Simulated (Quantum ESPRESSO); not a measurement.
**What a tighter setting buys: ecutwfc, AlH₃ (Cmcm, 24 atoms in the cell)**

Cell: a = 6.3945 Å, b = 6.3945 Å, c = 6.5396 Å, α = 90.00°, β = 90.00°, γ = 60.76°.

Computed with LDA (PZ), GBRV 1.5 ultrasoft (LDA) pseudopotentials (plane waves; Quantum ESPRESSO 7.5).

Base settings: ecutwfc = 40 Ry; ecutrho = 200 Ry; occupations = smearing; smearing = fermi-dirac; degauss = 0.00147 Ry; potentials = {Al: al_lda_v1.uspp.F.UPF, H: h_lda_v1.4.uspp.F.UPF}; K_POINTS = automatic 3 3 3 0 0 0; conv_thr = 1e-11 Ry.

Misses are taken against the tightest run, 80 Ry (ecutrho: 200 Ry → 400 Ry), which need not be fully converged itself. The energy is the free energy per atom.

The count of work is k-points × plane waves × bands × iterations; it is no time, and leaves out set-up, grids and terms that scale otherwise. Core times come from one kind of shared machine and are given to one figure; runs under 30 s give none.

The starting cell comes from a database of computed structures (which also holds hypothetical and non-ambient phases and stackings), without a prior relaxation at this level.

The runs (ecutwfc): 16 Ry (ecutrho: 200 Ry → 80 Ry) | 20 Ry (ecutrho: 200 Ry → 100 Ry) | 24 Ry (ecutrho: 200 Ry → 120 Ry) | 28 Ry (ecutrho: 200 Ry → 140 Ry) | 32 Ry (ecutrho: 200 Ry → 160 Ry) | 36 Ry (ecutrho: 200 Ry → 180 Ry) | 40 Ry | 46 Ry (ecutrho: 200 Ry → 230 Ry) | 52 Ry (ecutrho: 200 Ry → 260 Ry) | 60 Ry (ecutrho: 200 Ry → 300 Ry) | 70 Ry (ecutrho: 200 Ry → 350 Ry) | 80 Ry (ecutrho: 200 Ry → 400 Ry).

Question: Which is the coarsest setting among those run that, with all tighter ones, holds the energy within 20 meV/atom of the reference, and what does it save?

Answer: 20 Ry (ecutrho: 200 Ry → 100 Ry), off by 11 meV/atom; it needs 0.13 of the reference's count of work.

Question: Which is the coarsest setting among those run that, with all tighter ones, holds the energy within 0.5 meV/atom of the reference, and what does it save?

Answer: 32 Ry (ecutrho: 200 Ry → 160 Ry), off by 0.18 meV/atom; it needs 0.25 of the reference's count of work.

Question: What does the step from 16 Ry (ecutrho: 200 Ry → 80 Ry) to 32 Ry (ecutrho: 200 Ry → 160 Ry) buy?

Answer: It takes the miss in the energy from 39 to 0.18 meV/atom, for 2.8 times the count of work.

| ecutwfc | energy less reference (meV/atom) | pressure less reference (GPa) | count of work / reference | core time / reference (rough) |
|---|---|---|---|---|
| 16 Ry (ecutrho: 200 Ry → 80 Ry) | 38.97 | -1.90 | 0.090 | – |
| 20 Ry (ecutrho: 200 Ry → 100 Ry) | 10.83 | -0.71 | 0.13 | – |
| 24 Ry (ecutrho: 200 Ry → 120 Ry) | 3.02 | -0.25 | 0.17 | – |
| 28 Ry (ecutrho: 200 Ry → 140 Ry) | 0.69 | -0.07 | 0.21 | – |
| 32 Ry (ecutrho: 200 Ry → 160 Ry) | 0.18 | -0.02 | 0.25 | – |
| 36 Ry (ecutrho: 200 Ry → 180 Ry) | 0.08 | 0.00 | 0.30 | – |
| 40 Ry | 0.07 | 0.00 | 0.36 | – |
| 46 Ry (ecutrho: 200 Ry → 230 Ry) | 0.05 | 0.00 | 0.44 | 0.4 |
| 52 Ry (ecutrho: 200 Ry → 260 Ry) | 0.03 | 0.00 | 0.52 | 0.6 |
| 60 Ry (ecutrho: 200 Ry → 300 Ry) | 0.02 | 0.00 | 0.65 | 0.6 |
| 70 Ry (ecutrho: 200 Ry → 350 Ry) | 0.02 | 0.00 | 0.82 | 1.0 |
| 80 Ry (ecutrho: 200 Ry → 400 Ry) | 0.00 | 0.00 | 1.0 | 1 |
